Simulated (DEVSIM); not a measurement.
Device: Au/SiO2/p-GaSb capacitor, at 300 K.

```tsv
layer (left to right)	material	thickness (nm)	Na (cm⁻³)
1	SiO2	32.0	-
2	GaSb	600	9.9e17
```

Metal gate on the left, work function 5.1 eV. Fixed charge at the semiconductor interface 0 cm⁻² (in units of +e); interface traps 1e10 cm⁻² eV⁻¹, uniform in energy, neutral level at 0.3 of the gap above the valence band.

This is a model device: material constants are rounded textbook-type values typed into the input, and sizes, dopings and lifetimes were drawn at random. Values at 300 K.

```tsv
parameter	SiO2	GaSb
gap (eV)	9	0.726
affinity (eV)	0.9	4.06
permittivity	3.9	15.7
Nc (cm⁻³)	-	2.1e17
Nv (cm⁻³)	-	1.8e19
```

DEVSIM, 1D Poisson equation in equilibrium, Boltzmann statistics, complete ionisation; no quantum confinement or tunnelling. Metal contacts follow the ideal Schottky-Mott rule: no Fermi-level pinning, no interface dipoles.

### Question
Tabulate band edges, carrier densities and field at 3.0 V on the gate.

### Answer
Energies count from the Fermi level of the right contact; mesh points crowd at the junctions.

```tsv
x (μm)	Ec (eV)	Ev (eV)	n (cm⁻³)	p (cm⁻³)	field (V/cm)
0.000	1.200	-7.800	< 1e2	< 1e2	760000
0.001248	1.295	-7.705	< 1e2	< 1e2	760000
0.003584	1.472	-7.528	< 1e2	< 1e2	760000
0.008399	1.838	-7.162	< 1e2	< 1e2	760000
0.02065	2.768	-6.232	< 1e2	< 1e2	760000
0.02673	3.230	-5.770	< 1e2	< 1e2	760000
0.02999	3.477	-5.523	< 1e2	< 1e2	760000
0.03194	3.626	-5.375	< 1e2	< 1e2	760000
0.03312	0.490	-0.236	1.2e9	2.0e15	180000
0.03549	0.528	-0.198	2.8e8	8.6e15	150000
0.04061	0.590	-0.136	2.6e7	9.3e16	93000
0.05686	0.648	-0.078	2700000	8.8e17	6000
0.08373	0.651	-0.075	2400000	9.9e17	23
0.1420	0.651	-0.075	2400000	9.9e17	≈ 0
0.3268	0.651	-0.075	2400000	9.9e17	≈ 0
0.4850	0.651	-0.075	2400000	9.9e17	≈ 0
0.5602	0.651	-0.075	2400000	9.9e17	≈ 0
0.5985	0.651	-0.075	2400000	9.9e17	≈ 0
0.6201	0.651	-0.075	2400000	9.9e17	≈ 0
0.6268	0.651	-0.075	2400000	9.9e17	≈ 0
0.6301	0.651	-0.075	2400000	9.9e17	≈ 0
0.6320	0.651	-0.075	2400000	9.9e17	≈ 0
```
